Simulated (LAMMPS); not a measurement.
Molecular dynamics of a melt made from Ni (fcc), 256 atoms, at 2250 K and 2 GPa, brought to that temperature within a few picoseconds.

Method: MD with a machine-learned potential, pair style snap, file Ni_Zuo_JPCA2020.snap (LAMMPS).

```tsv
angle (°)	probability per degree, Ni-Ni-Ni
34.50	0.0000
37.50	0.0003
40.50	0.0019
43.50	0.0050
46.50	0.0087
49.50	0.0120
52.50	0.0138
55.50	0.0144
58.50	0.0137
61.50	0.0121
64.50	0.0104
67.50	0.0090
70.50	0.0077
73.50	0.0070
76.50	0.0065
79.50	0.0066
82.50	0.0068
85.50	0.0071
88.50	0.0076
91.50	0.0081
94.50	0.0088
97.50	0.0093
100.5	0.0100
103.5	0.0104
106.5	0.0103
109.5	0.0102
112.5	0.0097
115.5	0.0094
118.5	0.0089
121.5	0.0083
124.5	0.0075
127.5	0.0073
130.5	0.0066
133.5	0.0064
136.5	0.0060
139.5	0.0055
142.5	0.0053
145.5	0.0051
148.5	0.0048
151.5	0.0044
154.5	0.0041
157.5	0.0037
160.5	0.0032
163.5	0.0028
166.5	0.0024
169.5	0.0018
172.5	0.0013
175.5	0.0007
178.5	0.0002
```

Main features:
- state found: liquid
- most common Ni-Ni-Ni angle: at the 3° bin centred on 55.5°, after smoothing over three bins (mean of all 96°)

Caution: a run this short can hold a crystal over, or a liquid under, the potential's own melting point, which these runs don't give.
